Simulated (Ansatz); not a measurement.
The reference is KZnF$_{3}$ in the cubic perovskite structure (space group Pm-3m, No. 221; a = 4.127 Å).

It is then changed as follows: an isotropic linear strain of −0.60 %, atoms relaxed at fixed cell.

Level of theory: PBE/PAW in Ansatz (a program for electronic structure), spin-orbit coupling left out.

Base, band edges from the VBM (valence, conduction): M 0.00, 7.84; R 0.00, 8.54; X -1.45, 6.34; Γ -1.51, 3.71 eV.

Q: Give the band edges at the high-symmetry points of the new zone, measured from its valence-band maximum.

A: 
```tsv
point	valence edge (eV)	conduction edge (eV)
Γ	-1.61	3.76
X	-1.53	6.43
M	0.00	7.92
R	0.00	8.53
```

The gap is 3.76 eV, indirect, R → Γ.

Whether these cells are dynamically stable was not tested. Many cubic perovskites are stable only at high temperature; tilts and polar distortions were not tested.
